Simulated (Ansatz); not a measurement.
Sb₂O₃ (Fd-3m, No. 227) was calculated with r²SCAN in Ansatz (PAW).

Settings: plane-wave cutoff 600 eV, 6×6×6 k mesh, scalar-relativistic PAW data made under PBE.

Computed at the level's own relaxed cell.

Elastic tensor (GPa, Voigt notation, ions relaxed):

```
   35.2     8.2     8.2     0.0     0.0     0.0
    8.2    35.2     8.2     0.0     0.0     0.0
    8.2     8.2    35.2     0.0     0.0     0.0
    0.0     0.0     0.0    14.6     0.0     0.0
    0.0     0.0     0.0     0.0    14.6     0.0
    0.0     0.0     0.0     0.0     0.0    14.6
```

Task: Work out the Voigt, Reuss and Hill averages of the bulk and shear moduli, Young's modulus and Poisson's ratio from the printed constants.

Result: K_V = [C11 + C22 + C33 + 2(C12 + C13 + C23)]/9 = [105.6 + 2 × 24.6]/9 = 17.2 GPa. G_V = [105.6 − 24.6 + 3 × 43.8]/15 = 14.2 GPa. From the compliances S = C⁻¹, K_R = 17.2 and G_R = 14.1 GPa. Hill means: K = 17.2, G = 14.1 GPa. E = 9KG/(3K + G) = 33 GPa, ν = (3K − 2G)/(6K + 2G) = 0.18, K/G = 1.22.

Note: the relaxation could not lower the start's symmetry, so the cell can be a saddle point above a distorted one.

The computed numbers hold no vibrational or temperature effects.

Ansatz is an electronic-structure program.
